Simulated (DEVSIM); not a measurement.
Device: Si p-i-n diode, at 300 K.

```
layer (left to right)  material  thickness (μm)  Nd (cm⁻³)  Na (cm⁻³)  τn (s)  τp (s)
---------------------  --------  --------------  ---------  ---------  ------  ------
1                            Si           0.250          -     3.9e18  4.8e-6  4.8e-6
2                            Si            3.60       6e11          -  4.8e-6  4.8e-6
3                            Si           0.540     5.7e17          -  4.8e-6  1.4e-6
```

Left contact: ohmic. Right contact: ohmic. Voltage is applied to the left contact. Recombination: SRH at mid-gap, radiative, Auger. Mobility is μmin + (μ − μmin)/(1 + (N/Nref)^α).

This is a model device: material constants are rounded textbook-type values typed into the input, and sizes, dopings and lifetimes were drawn at random. Values at 300 K.

| parameter | Si |
|---|---|
| gap (eV) | 1.124 |
| affinity (eV) | 4.05 |
| permittivity | 11.7 |
| Nc (cm⁻³) | 2.86e19 |
| Nv (cm⁻³) | 3.1e19 |
| μn (cm²/Vs) | 1417 |
| μp (cm²/Vs) | 470 |
| μn,min | 52 |
| μp,min | 45 |
| Nref,n | 9.7e16 |
| Nref,p | 2.2e17 |
| αn | 0.68 |
| αp | 0.72 |
| B (cm³/s) | 4.7e-15 |
| Cn (cm⁶/s) | 2.8e-31 |
| Cp (cm⁶/s) | 9.9e-32 |

Model (solved in DEVSIM): 1D drift-diffusion, Boltzmann statistics, complete ionisation; no tunnelling, impact ionisation, image-force lowering or self-heating.

Question: Tabulate band edges, carrier densities and field at -20.0 V on the left contact.

Answer: Energies count from the Fermi level of the right contact; mesh points crowd at the junctions.

```tsv
x (μm)	Ec (eV)	Ev (eV)	n (cm⁻³)	p (cm⁻³)	field (V/cm)
0.000	21.070	19.946	< 1e2	3.9e18	≈ 0
0.02780	21.070	19.946	< 1e2	3.9e18	≈ 0
0.07777	21.070	19.946	< 1e2	3.9e18	≈ 0
0.1608	21.070	19.946	< 1e2	3.9e18	≈ 0
0.2292	21.070	19.946	< 1e2	3.9e18	≈ 0
0.2520	21.021	19.897	< 1e2	5.7e17	-90000
0.2847	20.819	19.695	< 1e2	2.4e14	-58000
0.3938	20.186	19.062	< 1e2	19000	-58000
0.6019	18.980	17.856	390	13000	-58000
1.034	16.473	15.349	990	11000	-58000
2.035	10.672	9.548	2300	7300	-58000
3.208	3.872	2.748	4000	2400	-58000
3.564	1.805	0.681	4400	930	-58000
3.736	0.811	-0.313	690000	210	-58000
3.826	0.289	-0.835	3.9e14	< 1e2	-58000
3.852	0.134	-0.990	1.6e17	< 1e2	-50000
3.881	0.101	-1.023	5.7e17	< 1e2	-350
3.945	0.101	-1.023	5.7e17	< 1e2	≈ 0
4.131	0.101	-1.023	5.7e17	100	≈ 0
4.275	0.101	-1.023	5.7e17	160	≈ 0
4.349	0.101	-1.023	5.7e17	190	≈ 0
4.390	0.101	-1.023	5.7e17	200	≈ 0
```
